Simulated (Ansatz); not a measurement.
Reference: ZnInGaO4 (R3m), PBEsol, rigid bands (plane waves, PAW, scalar-relativistic; Ansatz, a quantum-chemistry and plane-wave program); axes and stresses refer to this cell.

```xyz
7
Lattice="1.6574 0.9569 8.5835 -1.6574 0.9569 8.5835 0.0000 -1.9138 8.5835" Properties=species:S:1:pos:R:3 pbc="T T T"
Zn     0.0000     0.0000     5.6312
In     0.0000     0.0000     0.0757
Ga     0.0000     0.0000    20.2691
O      0.0000     0.0000     7.5986
O      0.0000     0.0000    18.3148
O      0.0000     0.0000     3.1203
O      0.0000     0.0000    22.2415
```

* **Seebeck coefficient, n-type 1e19 cm⁻³**: -114 μV/K
* **electron conductivity mass**: 0.20 mₑ
* **band gap**: 1.17 eV

Task: Change: spin-orbit coupling switched on. What happens to Seebeck coefficient, n-type 1e19 cm⁻³, electron conductivity mass, band gap?

Result: Seebeck coefficient, n-type 1e19 cm⁻³ moves little, to -115 μV/K; electron conductivity mass moves little, to 0.20 mₑ; band gap moves little, to 1.15 eV.

Masses are for dilute carriers at 300 K, harmonic means over directions unless an axis is named. Seebeck coefficients are for the stated density at 300 K, with one relaxation time for all states and whether or not that doping can be reached. Spin-orbit coupling is left out unless a row names it.
